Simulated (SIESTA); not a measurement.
## Input and output of a self-consistent single point for NiPtF₆ (R-3, 8 atoms in the cell) (SIESTA)

Method: GGA PBEsol, numerical atomic orbitals DZP, PseudoDojo PBEsol standard norm-conserving potentials (rewritten from UPF to PSML) in SIESTA 5.4.2.

Input as run:

```
# files in the folder: Ni.psml Pt.psml F.psml (PseudoDojo PBEsol standard)
SystemName  NiPtF6
SystemLabel siesta

NumberOfAtoms                8
NumberOfSpecies              3
%block ChemicalSpeciesLabel
  1 28 Ni
  2 78 Pt
  3 9 F
%endblock ChemicalSpeciesLabel
LatticeConstant              1.0 Ang
%block LatticeVectors
     2.451045000    1.415111000    4.541700000
    -2.451045000    1.415111000    4.541700000
     0.000000000   -2.830223000    4.541700000
%endblock LatticeVectors
AtomicCoordinatesFormat      ScaledCartesian
%block AtomicCoordinatesAndAtomicSpecies
     0.000000000    0.000000000    0.000000000  1
     0.000000000   -0.000000500    6.812550000  2
     1.596341098   -0.042100145    7.946067486  3
    -1.596341098    0.042099145    5.679032514  3
    -0.761711255    1.403520988    7.946067486  3
     0.761711255   -1.403521988    5.679032514  3
    -0.834629843   -1.361422593    7.946067486  3
     0.834629843    1.361421593    5.679032514  3
%endblock AtomicCoordinatesAndAtomicSpecies

XC.functional                GGA
XC.authors                   PBEsol
PAO.BasisSize                DZP
PAO.EnergyShift              0.01 Ry
MeshCutoff                   350 Ry
%block kgrid.MonkhorstPack
    4   0   0  0.0
    0   4   0  0.0
    0   0   4  0.0
%endblock kgrid.MonkhorstPack
OccupationFunction           FD
ElectronicTemperature        0.02 eV
Spin                         polarized
%block DM.InitSpin
  1 +2.00
  2 +0.00
  3 +0.00
  4 +0.00
  5 +0.00
  6 +0.00
  7 +0.00
  8 +0.00
%endblock DM.InitSpin

MaxSCFIterations             150
SCF.Mixer.Method             Broyden
SCF.Mixer.Weight             0.1
SCF.Mixer.History            6
SCF.DM.Tolerance             1.0E-05
Diag.ParallelOverK           true
WriteForces                  true
Charge.Mulliken              end
```

Log, with long lists cut:

```
reinit: Reading from file input.fdf

reinit: System Name: NiPtF6
reinit: System Label: siesta

NOTE on units for spin output:
{S} is the spin magnetic moment, in units of the Bohr magneton,
assuming a g-factor for the electron spin of exactly 2.
The spin magnetic moment is then numerically equal to the charge inbalance,
in units of electrons, between the spin-up and -down channels.

coor:   Atomic-coordinates input format  =     Cartesian coordinates
coor:                                          (in units of alat)

siesta: Atomic coordinates (Bohr) and species
siesta:      0.00000   0.00000   0.00000  1        1
siesta:      0.00000  -0.00000  12.87385  2        2
siesta:      3.01665  -0.07956  15.01589  3        3
siesta:     -3.01665   0.07956  10.73182  3        4
siesta:     -1.43943   2.65227  15.01589  3        5
siesta:      1.43943  -2.65227  10.73182  3        6
siesta:     -1.57722  -2.57272  15.01589  3        7
siesta:      1.57722   2.57271  10.73182  3        8

siesta: System type = bulk

initatomlists: Number of atoms, orbitals, and projectors:      8   116   128

siesta: ******************** Simulation parameters ****************************
redata: Spin configuration                          = collinear
redata: Time-Reversal Symmetry                      = T
redata: Number of Atomic Species                    =        3
redata: Mesh Cutoff                                 =   350.0000 Ry
redata: Net charge of the system                    =     0.0000 |e|
redata: Min. number of SCF Iter                     =        0
redata: Max. number of SCF Iter                     =      150
redata: SCF convergence failure will abort job
redata: SCF mix quantity                            = Hamiltonian
redata: Mix DM or H after convergence               =   F
redata: Recompute H after scf cycle                 =   F
redata: Mix DM in first SCF step                    =   T
redata: No kicks to SCF
   [... lines left out ...]
diag: Used triangular part                          = Lower
diag: Absolute tolerance                            =  0.100E-15
diag: Orthogonalization factor                      =  0.100E-05
diag: Memory factor                                 =  1.0000

superc: Internal auxiliary supercell:     5 x     5 x     5  =     125
superc: Number of atoms, orbitals, and projectors:   1000  14500  16000

                        Single-point calculation

superc: Internal auxiliary supercell:     5 x     5 x     5  =     125
superc: Number of atoms, orbitals, and projectors:   1000  14500  16000

outcell: Unit cell vectors (Ang):
        2.451045    1.415111    4.541700
       -2.451045    1.415111    4.541700
        0.000000   -2.830223    4.541700

outcell: Cell vector modules (Ang)   :    5.351374    5.351374    5.351374
outcell: Cell angles (23,13,12) (deg):     54.5190     54.5190     54.5190
outcell: Cell volume (Ang**3)        :     94.5174
new_DM -- step:     1
Initializing Density Matrix...

Attempting to read DM from file... Failed...
DM filled with atomic data (user-defined):

InitMesh: MESH = 54 x 54 x 54 = 157464
InitMesh: Mesh cutoff (required, used) =   350.000   390.708 Ry

stepf: Fermi-Dirac step function
        iscf     Eharris(eV)        E_KS(eV)     FreeEng(eV)     dDmax    Ef(eV) dHmax(eV)
   scf:    1   -12054.649723   -12094.565063   -12094.565063  0.857931 -0.575662 27.903029
     spin moment: {S} , |S| = {        0.0        0.0    2.00000 }     2.00000
   scf:    2   -12113.989437   -12104.944926   -12104.944926  0.202531 -1.376969 19.345811
     spin moment: {S} , |S| = {        0.0        0.0    2.00000 }     2.00000
   scf:    3   -12115.756524   -12114.886765   -12114.886765  0.359562 -3.749400  6.503061
     spin moment: {S} , |S| = {        0.0        0.0    2.00000 }     2.00000
   scf:    4   -12105.604653   -12112.787486   -12112.787486  0.109685 -4.332725 10.590741
     spin moment: {S} , |S| = {        0.0        0.0    2.00000 }     2.00000
   scf:    5   -12036.779401   -12092.506224   -12092.513809  0.323558 -4.887766 24.990261
     spin moment: {S} , |S| = {        0.0        0.0    2.11722 }     2.11722
   scf:    6   -12112.309576   -12115.092719   -12115.092719  0.200007 -5.258423  6.298745
   [... lines left out ...]
   scf:   24   -12115.868162   -12115.868162   -12115.868162  0.000019 -4.814155  0.000558
     spin moment: {S} , |S| = {        0.0        0.0    2.00000 }     2.00000
   scf:   25   -12115.868162   -12115.868162   -12115.868162  0.000016 -4.814157  0.000506
     spin moment: {S} , |S| = {        0.0        0.0    2.00000 }     2.00000
   scf:   26   -12115.868162   -12115.868162   -12115.868162  0.000013 -4.814160  0.000460
     spin moment: {S} , |S| = {        0.0        0.0    2.00000 }     2.00000
   scf:   27   -12115.868162   -12115.868162   -12115.868162  0.000011 -4.814162  0.000421
     spin moment: {S} , |S| = {        0.0        0.0    2.00000 }     2.00000
   scf:   28   -12115.868162   -12115.868162   -12115.868162  0.000010 -4.814164  0.000386
     spin moment: {S} , |S| = {        0.0        0.0    2.00000 }     2.00000
   scf:   29   -12115.868162   -12115.868162   -12115.868162  0.000009 -4.814165  0.000355
     spin moment: {S} , |S| = {        0.0        0.0    2.00000 }     2.00000
SCF Convergence by DM+H criterion
max |DM_out - DM_in|         :     0.0000091547
max |H_out - H_in|      (eV) :     0.0003554329
SCF cycle converged after 29 iterations

Using DM_out to compute the final energy and forces

siesta: E_KS(eV) =           -12115.8682

siesta: E_KS - E_eggbox =    -12115.8682

siesta: Atomic forces (eV/Ang):
     1   -0.000000   -0.000000   -0.000000
     2   -0.000000    0.000000   -0.000000
     3    0.435756   -0.032947    0.344625
     4   -0.435756    0.032947   -0.344625
     5   -0.189346    0.393851    0.344626
     6    0.189346   -0.393851   -0.344626
     7   -0.246411   -0.360902    0.344626
     8    0.246411    0.360902   -0.344626
   Tot    0.000000   -0.000000   -0.000000
   Max    0.435756
   Res    0.278270    sqrt( Sum f_i^2 / 3N )
   Max    0.435756    constrained

Stress tensor Voigt[x,y,z,yz,xz,xy] (kbar):       46.84       46.84       44.62       -0.00        0.00        0.01
(Free)E + p*V (eV/cell)   -12118.5877
Target enthalpy (eV/cell)   -12115.8682

siesta: Program's energy decomposition (eV):
siesta: Ebs     =     -1988.604485
siesta: Eions   =     17221.163419
siesta: Ena     =      2251.873028
siesta: Ekin    =      5813.842963
siesta: Enl     =      -948.462804
siesta: Eso     =         0.000000
siesta: Edftu   =         0.000000
siesta: DEna    =        82.570085
siesta: DUscf   =         6.613191
siesta: DUext   =         0.000000
siesta: Ex      =     -1970.524103
siesta: Ec      =      -130.617103
siesta: Exc     =     -2101.141206
siesta: Eharris =    -12115.868162
siesta: Etot    =    -12115.868162
siesta: FreeEng =    -12115.868162

siesta: Atomic forces (eV/Ang):
siesta:      1   -0.000000   -0.000000   -0.000000
siesta:      2   -0.000000    0.000000   -0.000000
siesta:      3    0.435756   -0.032947    0.344625
siesta:      4   -0.435756    0.032947   -0.344625
siesta:      5   -0.189346    0.393851    0.344626
siesta:      6    0.189346   -0.393851   -0.344626
siesta:      7   -0.246411   -0.360902    0.344626
siesta:      8    0.246411    0.360902   -0.344626
siesta: ----------------------------------------
   [... lines left out ...]
siesta: Cell volume =         94.517361 Ang**3
siesta:         -46.09953110        -82.97307956  kBar
   [... lines left out ...]

             -0.047  -0.033  -0.042

Species: Pt
Atom  Qatom  Qorb
               5s      6s      6s      5py     5pz     5px     6py     6pz
               6px     5dxy    5dyz    5dz2    5dxz    5dx2-y2 5dxy    5dyz
               5dz2    5dxz    5dx2-y2
   2  8.468   0.994   0.280  -0.032   0.995   0.995   0.995   0.118   0.122
              0.118   0.657   0.489   0.818   0.489   0.657   0.158   0.138

              0.182   0.138   0.158

Species: F
Atom  Qatom  Qorb
               2s      2s      2py     2pz     2px     2py     2pz     2px
               3Pdxy   3Pdyz   3Pdz2   3Pdxz   3Pdx2-y2
   3  3.619   0.909   0.023   0.979   0.949   0.913  -0.064  -0.050  -0.055
              0.003   0.002   0.003   0.004   0.003
   4  3.619   0.909   0.023   0.979   0.949   0.913  -0.064  -0.050  -0.055
   [... 9 lines left out ...]

mulliken: Qtot =       38.000

Mulliken Atomic Populations:
Atom #   charge [q] valence [e]      Sz [e]  Species
     1     0.720981   17.279019    1.639881  Ni
     2     1.015161   16.984839    0.049498  Pt
     3    -0.289357    7.289357    0.051770  F
     4    -0.289357    7.289357    0.051770  F
     5    -0.289357    7.289357    0.051770  F
     6    -0.289357    7.289357    0.051770  F
     7    -0.289357    7.289357    0.051770  F
     8    -0.289357    7.289357    0.051770  F
 Total    -0.000000                2.000000
```

The run converged in 29 iterations.

The starting cell comes from a database of computed structures (which also holds hypothetical and non-ambient phases and stackings), without a prior relaxation at this level. With one magnetic atom in the cell only a parallel order is possible. Values carry the incompleteness of an atom-centred basis. With a pressure of about -5 GPa the cell is away from its equilibrium volume at this level.

Cost on one core of a shared machine: roughly 50 s.
